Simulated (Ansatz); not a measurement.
Take FeGe (space group P6/mmm, No. 191; ferromagnetic; a cell from a computed database, its experimental status unchecked) as the base.

```yaml
crystal:
  lattice:
    - [4.99086, 0.00000, 0.00000]
    - [-2.49543, 4.32221, 0.00000]
    - [0.00000, 0.00000, 4.11649]
  atoms:
    - { symbol: Fe, position: [0.50000, 0.00000, 0.00000] }
    - { symbol: Fe, position: [0.50000, 0.50000, 0.00000] }
    - { symbol: Fe, position: [0.00000, 0.50000, 0.00000] }
    - { symbol: Ge, position: [0.00000, 0.00000, 0.00000] }
    - { symbol: Ge, position: [0.33333, 0.66667, 0.50000] }
    - { symbol: Ge, position: [0.66667, 0.33333, 0.50000] }
```

Cartesian axes are those of the cell as printed.

Calculations: r2SCAN (Ansatz, an electronic-structure program, PAW, no spin-orbit coupling), earlier PAW set.

Strains are applied to the cell and any free atomic positions relax; under biaxial strain the out-of-plane vector relaxes too.

One change was made to it. Results:

```json
[
 {"quantity": "energy relative to the base (free energy F)", "base": "0 meV/atom", "after": "+3.3 meV/atom"},
 {"quantity": "shortest interatomic distance", "base": "2.495 Å", "after": "2.468 Å"},
 {"quantity": "pressure (mean of the normal stresses, compression positive)", "base": "0.0 GPa", "after": "0.1 GPa"},
 {"quantity": "largest site moment", "base": "2.40 μB", "after": "2.40 μB"}
]
```

Problem. Name the change that was made.
A) tensor shear ε_yz = +1.90 %
B) biaxial strain −2.12 %, plane normal [001], relaxed out of plane
C) biaxial strain −0.33 %, plane normal [001], relaxed out of plane

Solution. A, tensor shear ε_yz = +1.90 %. For comparison, the energy relative to the base in the other runs: biaxial strain −0.33 %, plane normal [001], relaxed out of plane gives +0.3 meV/atom; biaxial strain −2.12 %, plane normal [001], relaxed out of plane gives +14 meV/atom.

Other magnetic orders, which the real material may have, were not ruled out. Without a gap, meshes like the base's 11×11×11 leave anisotropic stresses uncertain by several tenths of a GPa, and small strain energies with them. No phonon test of stability was made.
